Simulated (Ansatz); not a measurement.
Functionals compared on the (000-1) surface of wurtzite GaN, N-terminated, 2x2 with 1 H on 4 top atoms (bottom of the slab: 3 H on 4 bottom sites), in Ansatz (plane waves, PAW). The structure was relaxed with PBE; the other rows are single points on it. Cutoff 420 eV (500 eV for r2SCAN).

Set-up: 44 atoms, 13.8 Å thick at the start with caps and adatoms (thin: gaps and levels are the slab's own); mesh 4x4x1; 0.025 eV smearing; dipole correction on; 8 atoms held, the rest relaxed; start symmetry kept, larger cells not searched; no spin (in PBE a spin-polarised start ends 0.32 eV a cell lower), no spin-orbit, no U. The slab shows no gap on its mesh. In PBE it lies 0.08 eV a 1x1 cell over the lowest computed structure of the same composition (2x2 with 1 H on 4 top atoms, spin-polarised start). These notes are the PBE run's.

```csv
functional,work function of the top face (eV),rough cost of the single point
PBE,5.57,–
r2SCAN,…,around 4 core-minutes (rough)
```

### Question
What belongs in the gaps?

### Answer

- r2SCAN, work function of the top face (eV): 5.81

Ansatz is a quantum-chemistry and plane-wave program.
